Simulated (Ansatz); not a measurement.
# PBE against r2SCAN: BP, pressure 15 GPa

Base system: BP in the zinc blende structure (space group F-43m, No. 216; a = 4.548 Å).

(Cell as relaxed with PBE.)

Levels (all Ansatz, a quantum-chemistry and plane-wave program, PAW, earlier PAW set): PBE (420 eV, no SOC); r2SCAN (500 eV, spin-orbit coupling left out).

Each level relaxes its own structure.

```tsv
base	PBE	r2SCAN
volume per atom	11.76 Å³	11.67 Å³
lattice parameter a	4.548 Å	4.536 Å
band gap	1.25 eV	1.41 eV
```

Perturbation: cell and atoms relaxed at a pressure of 15 GPa.

```json
[
 {"quantity": "hole mass (degenerate bands, along [100])", "PBE": "0.25, 0.25, 0.37 mₑ (at Γ)", "r2SCAN": "…"},
 {"quantity": "band gap", "PBE": "1.13 eV", "r2SCAN": "…"},
 {"quantity": "shortest interatomic distance", "PBE": "1.918 Å", "r2SCAN": "…"}
]
```

### Question
Predict the r2SCAN column.

### Answer

- hole mass (degenerate bands, along [100]), r2SCAN: 0.23, 0.23, 0.35 mₑ (at Γ)
- band gap, r2SCAN: 1.29 eV
- shortest interatomic distance, r2SCAN: 1.915 Å

PBE's band gap lies 0.16 eV below r2SCAN's; PBE's shortest interatomic distance lies 0.003 Å above r2SCAN's (0.2 %). Neither level is exact; r2SCAN is the comparison here, not a measurement.

Load acts through the strain it causes; cell and atoms are relaxed under it. Effective masses come from finite differences of ±0.01 Å⁻¹. No phonon test of stability was made. Competing high-pressure phases were not computed.
